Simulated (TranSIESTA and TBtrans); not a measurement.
Run with TranSIESTA and TBtrans (open boundaries, self-consistent; PseudoDojo norm-conserving potentials, scalar-relativistic): Spin polarized, PAO.BasisSize DZP, PAO.EnergyShift 0.15 eV, XC.Authors PBE, Mesh.Cutoff 200 Ry, ElectronicTemperature 300 K, TS.Voltage 0.0 eV, TBT.Elecs.Eta 0.001 eV.

Device: Si chain with one Ru atom in place of Si. Leads: straight Si chain, spacing 2.137 Å. Geometry: 3 atoms about the centre moved by SIESTA (PBE, DZP) to a largest force of 0.00 eV/Å, all others as built, motion along the axis alone.

Task: Give the largest eigenchannel transmissions at the Fermi level (four at most) and the total.

Result: Up: 0.66, 0.66, 0.070 (total 1.39); down: 0.90, 0.90, 0.20 (total 1.99). Moments were seeded on the central atoms alone, and one start was tried. The straight chain is held at its spacing; free chains may zigzag or dimerise.
